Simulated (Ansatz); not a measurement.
# PBE against r2SCAN: Ru, biaxial strain −0.47 %, plane normal [001], relaxed out of plane

Start from Ru in the hcp (Mg type) structure (space group P6_3/mmc, No. 194; a = 2.7218 Å, c = 4.2939 Å; relaxed with 0.1 eV smearing). Axes: x lies along a and z along c of the hexagonal cell.

(Cell as relaxed with PBE.)

Levels (all Ansatz, a first-principles code, PAW, earlier PAW set): PBE (420 eV, without spin-orbit coupling); r2SCAN (500 eV, without spin-orbit coupling).

Each level relaxes its own structure.

```csv
base,PBE,r2SCAN
volume per atom,13.77 Å³,13.52 Å³
lattice parameter a,2.722 Å,2.706 Å
band gap,zero,zero
```

One thing is altered: biaxial strain −0.47 %, plane normal [001], relaxed out of plane (Cartesian); in-plane vectors clamped, the third vector and the atoms free.

| quantity | PBE | r2SCAN |
|---|---|---|
| out-of-plane strain | +0.25 % | +0.26 % |
| shortest interatomic distance | 2.661 Å | 2.644 Å |
| mean in-plane stress (compression positive) | +3.2 GPa | +3.4 GPa |

PBE's shortest interatomic distance lies 0.017 Å above r2SCAN's (0.6 %); PBE's in-plane stress lies 0.2 GPa below r2SCAN's. Neither level is exact; r2SCAN is the comparison here, not a measurement.

No phonon test of stability was made. All final runs are without spin polarisation.
